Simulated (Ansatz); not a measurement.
# Effect of biaxial strain −1.67 %, plane normal [111], relaxed out of plane on BAs

Take BAs in the zinc blende structure (space group F-43m, No. 216; a = 4.732 Å) as the base. Axes: x, y, z lie along the cube axes.

The change: compressive biaxial strain of 1.67 % in the plane normal to [111], as in epitaxy on a mismatched substrate; the out-of-plane cell vector and the atoms relax.

Method: LDA (Ansatz, a first-principles code), without spin-orbit coupling. Settings: 12×12×12 k-points, 0.05 eV Fermi–Dirac smearing.

The volume per atom shrinks by 0.39 Å³ to 12.86 Å³ and the space group changes from F-43m (No. 216) to R3m (No. 160). The shortest interatomic distance decreases by 0.025 Å to 2.024 Å and the energy grows by 9.3 meV/atom. The pressure (mean of the normal stresses, compression positive) goes from zero to 4.64 GPa and the band gap decreases by 0.12 eV, from 1.11 eV to 0.99 eV. The gap character comes out as indirect, Γ → F–Γ (17 % along) and the smallest direct gap shrinks by 0.29 eV (3.29 eV → 3.00 eV). The valence-band top at Γ (three highest levels, from the VBM) becomes 0.00, 0.00, -0.21 eV (base: 0.00, 0.00, 0.00 eV) and the out-of-plane strain comes out as +0.42 %. The ratio −ε⊥/ε∥ amounts to 0.25 and the mean in-plane stress (compression positive) amounts to +7.0 GPa.

Stability against distortions was not tested. Labels are those of the standard path for the cell's own space group.
